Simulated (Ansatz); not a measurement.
**Short convergence ladders for Sc₃SnB (P4mm, 5 atoms in the cell)**

```
Sc3SnB
1.0
    4.64001     0.00000     0.00000
    0.00000     4.64001     0.00000
    0.00000     0.00000     4.64001
Sc Sn B
3 1 1
Cartesian
  2.32000   0.00000   2.32000
  0.05000   2.32000   2.32000
  2.32000   2.32000   0.00000
  0.00000   0.00000   0.00000
  2.32000   2.32000   2.32000
```

Base method: PBEsol, default PAW files made with PBE (plane waves; Ansatz, a first-principles code).

Base settings: basis.ecutwfc = 420 eV; kpoints.mp_grid.grid = 7 7 7; hamiltonian.xc = pbesol; hamiltonian.pseudopotentials = {kind: paw} (the program's default PAW files); scf.occupations.method = fermi_dirac; scf.occupations.width = 0.1 eV.

The count of work is k-points × plane waves × bands × iterations; it is no time. Core times come from one kind of shared machine, to one figure; runs under 30 s give none.

**The k-point mesh at a smearing width of 0.05 eV**

In this ladder: scf.occupations.width = 0.05 eV.

The second cell is the first with its lattice scaled by 0.98.

Only quantities that move along the ladder and can be compared are tabulated.

```csv
kpoints.mp_grid.grid,free energy less the last step's (meV/atom),energy of the compressed cell less the first (meV/atom),pressure (GPa),largest difference of a force vector from the last step's (eV/Å),count of work / last,core time / last (rough)
3 3 3,9.44,7.35,-1.67,0.030,0.015,–
4 4 4,5.79,5.22,-1.91,0.011,0.044,–
5 5 5,-0.83,4.25,-2.04,0.009,0.044,–
7 7 7,-0.47,4.45,-2.01,0.003,0.099,–
8 8 8,0.02,4.49,-2.01,0.001,0.19,–
10 10 10,-0.06,4.47,-2.01,0.001,0.31,0.3
12 12 12,0.02,4.49,-2.01,0.000,0.48,0.5
14 14 14,-0.02,4.45,-2.01,0.000,0.71,0.7
17 17 17,0.00,4.46,-2.01,0.000,1.0,1
```

Coarsest kpoints.mp_grid.grid that holds the energy of the compressed cell less the first within 0.5 meV/atom of the last step, with all finer ones: 5 5 5, at 0.044 of the last step's count of work; the step before is off by 0.76 meV/atom.

Coarsest kpoints.mp_grid.grid that holds the free energy within 2 meV/atom of the last step, with all finer ones: 5 5 5, at 0.044 of the last step's count of work; the step before is off by 5.8 meV/atom.

Coarsest kpoints.mp_grid.grid that holds the forces within 0.01 eV/Å of the last step, with all finer ones: 5 5 5, at 0.044 of the last step's count of work; the step before is off by 0.011 eV/Å.

The energy difference between the two cells stays within 1 meV/atom of the last step's from 4 4 4 on, the total only from 5 5 5 on: much of the error is common to both cells and cancels.

**The width of Gaussian smearing**

In this ladder: kpoints.mp_grid.grid = 12 12 12; scf.occupations.method = gaussian.

Narrow widths need finer meshes than wide ones, so the last steps can hold mesh noise.

Only quantities that move along the ladder and can be compared are tabulated; pressure and forces are left out, as mesh noise rules them at narrow widths.

```tsv
scf.occupations.width	free energy less the last step's (meV/atom)	energy extrapolated to zero width less the last step's (meV/atom)
1 eV	-115.05	31.10
0.5 eV	-20.37	3.89
0.3 eV	-6.34	0.47
0.2 eV	-2.63	0.11
0.1 eV	-0.49	0.07
0.05 eV	0.00	0.00
```

Widest scf.occupations.width that holds the free energy within 5 meV/atom of the last step, with all finer ones: 0.2 eV; the step before is off by 6.3 meV/atom.

Widest scf.occupations.width that holds the energy extrapolated to zero width within 1 meV/atom of the last step, with all finer ones: 0.3 eV; the step before is off by 3.9 meV/atom.

The extrapolation to zero width removes most of the smearing's effect on the energy.

**The mesh under tetrahedron occupations**

In this ladder: scf.occupations.method = tetrahedron; scf.occupations.width = default.

Only quantities that move along the ladder and can be compared are tabulated.

| kpoints.mp_grid.grid | free energy less the last step's (meV/atom) | pressure (GPa) | largest difference of a force vector from the last step's (eV/Å) | count of work / last | core time / last (rough) |
|---|---|---|---|---|---|
| 4 4 4 | 5.96 | -1.94 | 0.011 | 0.039 | – |
| 5 5 5 | -0.90 | -2.05 | 0.014 | 0.066 | – |
| 6 6 6 | -0.92 | -2.01 | 0.008 | 0.099 | – |
| 7 7 7 | -0.37 | -2.02 | 0.012 | 0.099 | – |
| 9 9 9 | 0.00 | -2.02 | 0.005 | 0.19 | – |
| 11 11 11 | -0.14 | -2.00 | 0.003 | 0.31 | 0.3 |
| 13 13 13 | -0.03 | -2.02 | 0.002 | 0.48 | 0.5 |
| 17 17 17 | 0.00 | -2.02 | 0.000 | 1.0 | 1 |

Coarsest kpoints.mp_grid.grid that holds the free energy within 5 meV/atom of the last step, with all finer ones: 5 5 5, at 0.066 of the last step's count of work; the step before is off by 6.0 meV/atom.

Coarsest kpoints.mp_grid.grid that holds the pressure within 0.05 GPa of the last step, with all finer ones: 5 5 5, at 0.066 of the last step's count of work; the step before is off by 0.08 GPa.

On the base run: the starting cell comes from a database of computed structures (which also holds hypothetical and non-ambient phases and stackings), without a prior relaxation at this level. Its lattice was rescaled by up to half a per cent. One atom was moved a little off its site on purpose. Ansatz's pressure includes its estimate of the finite-basis (Pulay) stress.

Left out of this page: 2 runs of the series outside the window shown, repeating another row's setting, or not comparable; 1 run of the series failed or unconverged.

Keys are those of Ansatz 0.2.
